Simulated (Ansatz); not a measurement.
Functionals compared on the (10-13) surface of hcp Lu in its 1x1 cell, outermost plane spacing 1.30 Å in the ideal cut, in Ansatz (plane waves, PAW). The structure was relaxed with PBE; the other rows are single points on it, each with its references at the same level. Cutoff 420 eV (500 eV for r2SCAN).

Set-up: 14 atoms, 10.7 Å thick at the start; mesh 11x4x1; 0.1 eV smearing; dipole correction on; all atoms relaxed; held to the part of the start's symmetry that mesh and held atoms allow; no spin, no spin-orbit, no U. These notes are the PBE run's.

```json
[
 {"functional": "PBE", "surface energy (J/m²)": "1.20", "work function of the top face (eV)": "3.10", "rough cost of the single point": "–"},
 {"functional": "LDA", "surface energy (J/m²)": "1.39", "work function of the top face (eV)": "3.29", "rough cost of the single point": "very roughly 6 core-minutes"},
 {"functional": "PBEsol", "surface energy (J/m²)": "1.33", "work function of the top face (eV)": "3.15", "rough cost of the single point": "roughly 7 core-minutes"},
 {"functional": "RPBE", "surface energy (J/m²)": "1.10", "work function of the top face (eV)": "2.99", "rough cost of the single point": "around 7 core-minutes (rough)"},
 {"functional": "r2SCAN", "surface energy (J/m²)": "[?]", "work function of the top face (eV)": "[?]", "rough cost of the single point": "about 13 core-minutes (a rough figure)"}
]
```

Q: Complete the blanks.

A: 
- r2SCAN, surface energy (J/m²): 1.31
- r2SCAN, work function of the top face (eV): 3.11

Ansatz is an electronic-structure program.
